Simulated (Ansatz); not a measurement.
Consider this model of amorphous Hf₁₈O₃₅N.

```
Hf18NO35
1.0
    8.86787     0.00000     0.00000
    0.00000     8.86787     0.00000
    0.00000     0.00000     8.86787
Hf O N
18 35 1
Direct
  0.96514   0.52065   0.54409
  0.11828   0.51627   0.93593
  0.09393   0.25815   0.19410
  0.33027   0.09259   0.92553
  0.73941   0.19447   0.46704
  0.30796   0.28335   0.59264
  0.67023   0.74398   0.45365
  0.83148   0.75112   0.82473
  0.76892   0.47560   0.22214
  0.06892   0.91127   0.59796
  0.38989   0.70467   0.70135
  0.31217   0.54287   0.32498
  0.95942   0.18169   0.78021
  0.37755   0.99046   0.34293
  0.63077   0.31395   0.88753
  0.72313   0.03379   0.13107
  0.49081   0.71818   0.05376
  0.04392   0.80088   0.21399
  0.16635   0.72517   0.68442
  0.74765   0.28129   0.68982
  0.93354   0.33904   0.37245
  0.35188   0.58403   0.89715
  0.37590   0.50569   0.55979
  0.23488   0.44097   0.13134
  0.47715   0.15006   0.48037
  0.03085   0.71641   0.00028
  0.95456   0.42966   0.09384
  0.53946   0.13971   0.00457
  0.26702   0.08843   0.15037
  0.54132   0.60046   0.26839
  0.88652   0.75857   0.57159
  0.28711   0.73791   0.18736
  0.44083   0.81142   0.48783
  0.42301   0.27367   0.79243
  0.95589   0.01463   0.17251
  0.39471   0.87485   0.88460
  0.92773   0.09644   0.55607
  0.81044   0.18526   0.95599
  0.94661   0.94873   0.80490
  0.12420   0.24225   0.94320
  0.69928   0.82998   0.99349
  0.64566   0.50899   0.00942
  0.10549   0.62054   0.38992
  0.63046   0.71969   0.69808
  0.23934   0.30781   0.37347
  0.09567   0.36093   0.66348
  0.52648   0.91082   0.19678
  0.68995   0.25112   0.24472
  0.92243   0.54322   0.78633
  0.20794   0.07819   0.69895
  0.84146   0.70247   0.25905
  0.74447   0.51605   0.46471
  0.15927   0.93352   0.39121
  0.72070   0.97301   0.38416
```

Methods: PBE, scalar-relativistic without spin-orbit coupling (Ansatz, a quantum-chemistry and plane-wave program); r2SCAN, scalar-relativistic without spin-orbit coupling (Ansatz); HSE06, scalar-relativistic without spin-orbit coupling (Ansatz). Neutral PBE cell, which sets geometry, pressure and energy: sampling: a 2×2×2 Γ-centred mesh; Fermi-Dirac width 0.02 eV; collinear spin, started from a total moment of 1 μB. The usual formal charges leave 1 holes over, so the level spacing at the Fermi energy parts defect or band states and needn't be the band gap. In the spin-polarised cell the level spacing at the Fermi energy can part levels of unlike spin. Exact exchange is cut at the faces of this 9 Å cell, which leaves hybrid gaps a finite-size error.

Preparation: random packing, a CHGNet melt and quench, and a DFT relaxation. O and N atoms were pushed apart under 1.9 Å during the dynamics, to hinder bonds among them. The hot cell started wider than the set density and was brought back towards it in steps. It is the lowest in DFT energy of 2 quenches. It is a model cell: composition and starting density were chosen by hand, and all elements were melted together. No dispersion term was used. Its density started from a set value of 9.02 and ended at 9.02 g/cm³. The simulated quench (nominally 380 K/ps over its main leg) is rapid and tends to freeze in more defects than a deposited or slowly cooled glass has. A cell of this size samples the disorder only roughly. The volume was held where the preparation left it.

### Question
Give the pressure and the spacing of the highest filled and lowest empty levels.

### Answer

The pressure on a 2×2×2 Γ-centred mesh comes out as -46.5 kbar, the largest force and stress component on that mesh (the relaxation ran on the zone centre alone) comes out as 0.15 eV/Å and 6.6 GPa and the level spacing at the Fermi energy on a 2×2×2 Γ-centred mesh (PBE) is 1.26 eV. The level spacing at the Fermi energy at the zone centre (PBE) comes out as 1.44 eV, the level spacing at the Fermi energy at the zone centre (r2SCAN) comes out as 2.14 eV and the level spacing at the Fermi energy at the zone centre (HSE06) is 3.18 eV. The distance between the nearest levels spread over more than a fifth of the atoms or a third of the atoms of their main element (six at least) (PBE, zone centre) is 4.19 eV. The net moment is 1.00 μB.

### Question
At PBE and the zone centre, how localised are the states just below and above the Fermi level (participation number: the atoms over which a state spreads)?

### Answer
The highest filled state is spread over 4.7 atoms' worth, largest on N54, with weights by element (charge in smoothed Voronoi cells) O 0.45, N 0.44, Hf 0.11. The lowest empty state is spread over 2.7 atoms' worth, largest on N54, with weights by element (charge in smoothed Voronoi cells) N 0.59, O 0.30, Hf 0.10.

At PBE the levels at both edges of the gap are localised (band-tail or defect states), and the nearest spread-out levels lie 4.2 eV apart at the zone centre.

Neighbours within Hf-Hf 3.34 Å, Hf-O 2.60 Å, Hf-N 2.71 Å, O-O 1.58 Å, O-N 1.64 Å, N-N 1.70 Å count as bonded. Two cations that share two anions don't count as bonded, nor two that share one unless they lie closer than Hf-Hf 3.25 Å.

Added carriers, by PBE, scalar-relativistic without spin-orbit coupling (Ansatz) on the zone centre alone. Charged cells keep the cell fixed and stand in a uniform background, with no image correction, at a width of 0.01 eV; where the count is odd the moment is locked at 1 μB, unless the neutral cell bore moments. Each starts from the undistorted neutral geometry alone. PBE's self-interaction favours spread-out carriers, so it can miss traps that a hybrid finds.

### Question
What happens at PBE when the cell takes an extra electron and the atoms relax?

### Answer
Relaxation lowers the charged cell by 0.80 eV. The largest moves are N54 0.29 Å, O47 0.27 Å, Hf14 0.20 Å, O53 0.13 Å. Bonds formed: Hf14-N54. Made neutral again at that geometry, the cell lies +0.78 eV from the neutral start.

### Question
What happens at PBE when the cell takes a hole and the atoms relax?

### Answer
Relaxation lowers the charged cell by 1.54 eV. The largest moves are O45 0.98 Å, O47 0.82 Å, O24 0.61 Å, Hf12 0.41 Å. Bonds broken: Hf2-O24, Hf12-O45, Hf17-O47. Bonds formed: Hf2-O46, Hf7-O47, Hf12-O33, Hf14-O45, O47-N54. Made neutral again at that geometry, the cell lies +2.27 eV from the neutral start.

A PBE run started with 1 μB on atoms that lack a bond or may hold spare charge kept moments, at no lower energy.
